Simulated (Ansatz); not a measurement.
**Several settings converged on ScGe (Cm, 4 atoms in the cell)**

```xyz
4
Lattice="2.0109 -5.0660 0.0000 2.0109 5.0660 0.0000 0.0000 0.0000 3.7863" Properties=species:S:1:pos:R:3 pbc="T T T"
Sc     2.0109    -3.6780     2.8897
Sc     2.0109     3.6780     0.9466
Ge     2.0109    -0.9069     2.8397
Ge     2.0109     0.9069     0.9466
```

Base method: PBEsol, default PAW files made with PBE (plane waves; Ansatz, an electronic-structure program).

Base settings: basis.ecutwfc = 30.9 Ry; kpoints.mp_grid.grid = 7 7 7; hamiltonian.xc = pbesol; hamiltonian.pseudopotentials = {kind: paw} (the program's default PAW files); scf.occupations.method = gaussian; scf.occupations.width = 0.0073 Ry.

The count of work is k-points × plane waves × bands × iterations; it is no time. Core times come from one kind of shared machine, to one figure; runs under 30 s give none.

**Shifted k-point meshes**

In this ladder: kpoints.mp_grid.shift = 0.5 0.5 0.5.

Only quantities that move along the ladder and can be compared are tabulated.

| kpoints.mp_grid.grid | free energy less the last step's (meV/atom) | pressure (GPa) | largest difference of a force vector from the last step's (eV/Å) | count of work / last |
|---|---|---|---|---|
| 2 2 2 | 34.35 | -3.17 | 0.315 | 0.0029 |
| 3 3 3 | 14.44 | -3.46 | 0.124 | 0.0098 |
| 4 4 4 | 10.06 | -3.44 | 0.144 | 0.020 |
| 6 6 6 | -1.67 | -3.42 | 0.034 | 0.062 |
| 8 8 8 | -0.20 | -3.41 | 0.011 | 0.14 |
| 10 10 10 | 0.33 | -3.40 | 0.010 | 0.27 |
| 16 16 15 | 0.00 | -3.41 | 0.000 | 1.0 |

Coarsest kpoints.mp_grid.grid that holds the free energy within 5 meV/atom of the last step, with all finer ones: 6 6 6, at 0.062 of the last step's count of work; the step before is off by 10 meV/atom.

Coarsest kpoints.mp_grid.grid that holds the pressure within 0.1 GPa of the last step, with all finer ones: 3 3 3, at 0.0098 of the last step's count of work; the step before is off by 0.24 GPa.

**The width of Fermi-Dirac smearing**

In this ladder: kpoints.mp_grid.grid = 12 12 12; scf.occupations.method = fermi_dirac.

Narrow widths need finer meshes than wide ones, so the last steps can hold mesh noise.

Only quantities that move along the ladder and can be compared are tabulated; pressure and forces are left out, as mesh noise rules them at narrow widths.

```csv
scf.occupations.width,free energy less the last step's (meV/atom),energy extrapolated to zero width less the last step's (meV/atom),core time / last (rough)
0.0735 Ry,-978.93,49.43,2
0.0367 Ry,-217.25,11.36,2
0.022 Ry,-70.14,1.07,1
0.0073 Ry,0.00,0.00,1
```

Widest scf.occupations.width that holds the free energy within 5 meV/atom: not settled: the last two steps still differ by 70 meV/atom, over half the tolerance, so the ladder does not show it.

Widest scf.occupations.width that holds the energy extrapolated to zero width within 2 meV/atom: not settled: the last two steps still differ by 1.1 meV/atom, over half the tolerance, so the ladder does not show it.

The extrapolation to zero width removes most of the smearing's effect on the energy.

**The mesh under tetrahedron occupations**

In this ladder: scf.occupations.method = tetrahedron; scf.occupations.width = default.

Only quantities that move along the ladder and can be compared are tabulated.

```csv
kpoints.mp_grid.grid,free energy less the last step's (meV/atom),largest difference of a force vector from the last step's (eV/Å),count of work / last,core time / last (rough)
4 4 4,0.76,0.073,0.020,–
5 5 5,2.54,0.034,0.033,–
6 6 6,2.42,0.019,0.055,–
9 9 9,0.23,0.005,0.17,0.2
13 13 13,0.07,0.003,0.48,0.5
17 17 16,0.00,0.000,1.0,1
```

Coarsest kpoints.mp_grid.grid that holds the free energy within 1 meV/atom of the last step, with all finer ones: 9 9 9, at 0.17 of the last step's count of work and about 0.2 of the last step's time; the step before is off by 2.4 meV/atom.

Coarsest kpoints.mp_grid.grid that holds the forces within 0.01 eV/Å of the last step, with all finer ones: 9 9 9, at 0.17 of the last step's count of work and about 0.2 of the last step's time; the step before is off by 0.019 eV/Å.

Two neighbours can agree and both be off: 5 5 5 and 6 6 6 differ by 0.12 meV/atom in the free energy, yet lie about 2.4 meV/atom from the last step.

On the base run: the starting cell comes from a database of computed structures (which also holds hypothetical and non-ambient phases and stackings), without a prior relaxation at this level. Its lattice was rescaled by up to half a per cent. One atom was moved a little off its site on purpose. In the base run, with a pressure of about -3 GPa the cell is away from its equilibrium volume at this level. Ansatz's pressure includes its estimate of the finite-basis (Pulay) stress.

Left out of this page: 2 runs of the series outside the window shown, repeating another row's setting, or not comparable.

Keys are those of Ansatz 0.2.
